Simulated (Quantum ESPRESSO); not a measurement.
Worked example: self-consistent single point of InPt (R-3m, 2 atoms in the cell) in Quantum ESPRESSO.

Computed with LDA (PZ), GBRV 1.5 ultrasoft (LDA) pseudopotentials (plane waves; Quantum ESPRESSO 7.5).

```yaml
crystal:
  lattice:
    - [1.58086, 0.91271, 4.32430]
    - [-1.58086, 0.91271, 4.32430]
    - [0.00000, -1.82542, 4.32430]
  atoms:
    - { symbol: In, position: [0.50000, 0.50000, 0.50000] }
    - { symbol: Pt, position: [0.00000, 0.00000, 0.00000] }
```

Reference input (self-consistent single point, DFT, LDA (PZ), plane waves, GBRV 1.5 ultrasoft (LDA) pseudopotentials): ecutwfc = 40 Ry; ecutrho = 320 Ry; occupations = smearing; smearing = gauss; degauss = 0.0073499 Ry; potentials = {In: in_lda_v1.4.uspp.F.UPF, Pt: pt_lda_v1.4.uspp.F.UPF}; K_POINTS = automatic 10 10 10 0 0 0; conv_thr = 1e-10 Ry; mixing_beta = 0.5. This run's input differs from it in these lines:

```diff
@@ -19,3 +19,3 @@
 &electrons
-    conv_thr = 1.0d-10
+    conv_thr = 7.3e-05
     mixing_beta = 0.5
```

Log, with long lists cut:

```
     Self-consistent Calculation

     iteration #  1     ecut=    40.00 Ry     beta= 0.50

     negative rho (up, down):  1.685E-01 0.000E+00

     total energy              =    -341.09285409 Ry
     estimated scf accuracy    <       7.06827042 Ry

     iteration #  2     ecut=    40.00 Ry     beta= 0.50

     negative rho (up, down):  1.737E-01 0.000E+00

     total energy              =    -343.41216400 Ry
     estimated scf accuracy    <       4.12419097 Ry

     iteration #  3     ecut=    40.00 Ry     beta= 0.50

     negative rho (up, down):  1.737E-01 0.000E+00

     total energy              =    -343.93232061 Ry
     estimated scf accuracy    <       0.07853746 Ry

   [... 2 blocks of this kind left out ...]

     iteration #  6     ecut=    40.00 Ry     beta= 0.50

     negative rho (up, down):  1.731E-01 0.000E+00

     total energy              =    -343.95014790 Ry
     estimated scf accuracy    <       0.00040373 Ry

     iteration #  7     ecut=    40.00 Ry     beta= 0.50

     negative rho (up, down):  1.732E-01 0.000E+00
     End of self-consistent calculation

     Number of k-points >= 100: set verbosity='high' to print the bands.

     the Fermi energy is    16.0003 ev

!    total energy              =    -343.95022808 Ry
     estimated scf accuracy    <       0.00002262 Ry
     smearing contrib. (-TS)   =      -0.00036307 Ry
     internal energy E=F+TS    =    -343.94986501 Ry

     convergence has been achieved in   7 iterations

     negative rho (up, down):  1.732E-01 0.000E+00

     Forces acting on atoms (cartesian axes, Ry/au):

     atom    1 type  1   force =    -0.00000000    0.00000000   -0.00000000
     atom    2 type  2   force =    -0.00000000    0.00000000   -0.00000000

     Total force =     0.000000     Total SCF correction =     0.000000

     negative rho (up, down):  1.732E-01 0.000E+00
          total   stress  (Ry/bohr**3)                   (kbar)     P=     -111.62
  -0.00072561   0.00000000   0.00000000         -106.74        0.00        0.00
   0.00000000  -0.00072561   0.00000000            0.00     -106.74        0.00
   0.00000000   0.00000000  -0.00082507            0.00        0.00     -121.37

   JOB DONE.
```

The run converged in 7 iterations. Against the reference run the free energy stays essentially unchanged (within 1 meV/atom) and the pressure goes from -11.72 to -11.16 GPa.

The starting cell comes from a database of computed structures (which also holds hypothetical and non-ambient phases and stackings), without a prior relaxation at this level. Its lattice was rescaled by a random factor within 2.5 % of one. Spin polarisation is off. With a pressure of about -11 GPa the cell is away from its equilibrium volume at this level.
